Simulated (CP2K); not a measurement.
Worked example: self-consistent single point of BaSn3S4 (Pm, 8 atoms in the cell) in CP2K.

Level of theory: LDA (Pade form), GPW, DZVP-MOLOPT-SR-GTH basis, GTH-PADE potentials (GTH_POTENTIALS) in CP2K.

```
CELL_PARAMETERS angstrom
      4.44901     0.00000     0.00000
      0.00000     4.20507     0.00000
     -0.10178     0.00000    11.74555
ATOMIC_POSITIONS crystal
  Ba 0.41811 0.50000 0.61265
  Sn 0.14952 0.50000 0.10585
  Sn 0.63280 0.00000 0.35863
  Sn 0.87009 0.00000 0.87999
  S  0.48191 0.50000 0.88226
  S  0.00887 0.50000 0.35101
  S  0.51747 0.00000 0.14764
  S  0.92122 0.00000 0.66198
```

Reference input (self-consistent single point, DFT LDA (Pade form), GPW, DZVP-MOLOPT-SR-GTH basis, GTH-PADE potentials (GTH_POTENTIALS)): CUTOFF = 500 Ry; REL_CUTOFF = 50 Ry; SMEAR/METHOD = FERMI_DIRAC; ELECTRONIC_TEMPERATURE = 580.23 K; KPOINTS/SCHEME = MONKHORST-PACK 3 4 2; GAMMA_CENTERED = T; XC_FUNCTIONAL = PADE; Ba/BASIS_SET = DZVP-MOLOPT-SR-GTH; Ba/POTENTIAL = GTH-PADE-q10; Sn/BASIS_SET = DZVP-MOLOPT-SR-GTH; Sn/POTENTIAL = GTH-PADE-q4; S/BASIS_SET = DZVP-MOLOPT-SR-GTH. This run's input differs from it in these lines:

```diff
@@ -40,3 +40,3 @@
     &KPOINTS
-      SCHEME MONKHORST-PACK 3 4 2
+      SCHEME MONKHORST-PACK 4 4 2
       GAMMA_CENTERED T
```

The program printed (abridged):

```
 SCF WAVEFUNCTION OPTIMIZATION

  Step     Update method      Time    Convergence         Total energy    Change
     1 NoMix/Diag. 0.40E+00      -     2.13040902       -77.5238131024 -7.75E+01
     2 Broy./Diag. 0.40E+00      -     0.05036001       -76.6103900269  9.13E-01
     3 Broy./Diag. 0.40E+00      -     0.12017160       -77.0275604378 -4.17E-01
     4 Broy./Diag. 0.40E+00      -     0.01625632       -77.5505110710 -5.23E-01
     5 Broy./Diag. 0.40E+00      -     0.01416097       -77.4071702619  1.43E-01
     6 Broy./Diag. 0.40E+00      -     0.00570236       -77.3857007172  2.15E-02
   [... 11 lines left out ...]
    18 Broy./Diag. 0.40E+00      -     0.00000053       -77.4073017568 -1.63E-06
    19 Broy./Diag. 0.40E+00      -     0.00000033       -77.4073046807 -2.92E-06
    20 Broy./Diag. 0.40E+00      -     0.00000030       -77.4073055904 -9.10E-07
    21 Broy./Diag. 0.40E+00      -     0.00000009       -77.4073057403 -1.50E-07
  *** SCF run converged in    21 steps ***

  Overlap energy of the core charge distribution:               0.00000000076646
  Self energy of the core charge distribution:               -171.33906496556571
  Core Hamiltonian energy:                                     36.00034982125035
  Hartree energy:                                              73.54464658300951
  Exchange-correlation energy:                                -15.61323534551152
  Electronic entropic energy:                                  -0.00000183420596
  Fermi energy:                                                 0.17165752375231

  Total energy:                                               -77.40730574025859
  Total energy (extrapolated to T->0):                        -77.40730482315561

   [... lines left out ...]

 STRESS| Analytical stress tensor [bar]
 STRESS|                        x                   y                   z
 STRESS|      x       -3.71044227211E+04  -2.19764298333E-10   9.58499117934E+02
 STRESS|      y       -2.19764298333E-10  -3.77802132533E+04  -4.97290323614E-10
 STRESS|      z        9.58499117934E+02  -4.97290323614E-10  -3.99987331612E+04
 STRESS| 1/3 Trace                                            -3.82944563785E+04
```

The run converged in 21 iterations. Against the reference run the free energy rises by 3.9 meV/atom, the pressure hardly changes (-3.90 to -3.83 GPa), the largest force goes from 0.235 to 0.294 eV/Å and the gap on the mesh goes from 1.268 to 0.718 eV.

The starting cell comes from a database of computed structures (which also holds hypothetical and non-ambient phases and stackings), without a prior relaxation at this level. Values carry the incompleteness of an atom-centred basis. With a pressure of about -4 GPa the cell is away from its equilibrium volume at this level.

Cost on one core of a shared machine: roughly 40 s.
